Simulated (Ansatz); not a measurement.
# Hg4Pt: Hg → Pb

Take Hg$_{4}$Pt (space group Im-3m, No. 229; a = 6.2295 Å) as the base.

The change: every Hg is replaced by Pb; the structure is relaxed again.

Calculations: DFT with PBEsol, PAW potentials and a 420 eV plane-wave cutoff in Ansatz (an electronic-structure program), no SOC. Settings: 10×10×10 k-points, 0.05 eV Fermi–Dirac smearing, for the changed cell.

```json
[
 {"quantity": "volume per atom", "base": "24.17 Å³", "changed": "29.66 Å³", "shift": "+5.49 Å³"},
 {"quantity": "density", "base": "13.70 g/cm³", "changed": "11.46 g/cm³", "shift": "-2.24 g/cm³"},
 {"quantity": "lattice parameter a", "base": "6.230 Å", "changed": "6.669 Å", "shift": "+0.439 Å"},
 {"quantity": "space group", "base": "Im-3m (No. 229)", "changed": "Im-3m (No. 229)", "shift": "–"},
 {"quantity": "shortest interatomic distance", "base": "2.697 Å", "changed": "2.888 Å", "shift": "+0.1903 Å"},
 {"quantity": "band gap", "base": "zero", "changed": "zero", "shift": "–"}
]
```

Final structure:

```xyz
5
Lattice="-3.3345 3.3345 3.3345 3.3345 -3.3345 3.3345 3.3345 3.3345 -3.3345" Properties=species:S:1:pos:R:3 pbc="T T T"
Pb     1.6673     1.6673    -1.6673
Pb     1.6673    -1.6673     1.6673
Pb     1.6673     1.6673     1.6673
Pb    -1.6673     1.6673     1.6673
Pt     0.0000     0.0000     0.0000
```

Stability against distortions was not tested. As relaxed here, PtPb4 is a hypothetical phase, not in the database extracts checked. All final runs are without spin polarisation. PtPb4 has a high density of states at the Fermi level and may be magnetic at this level.
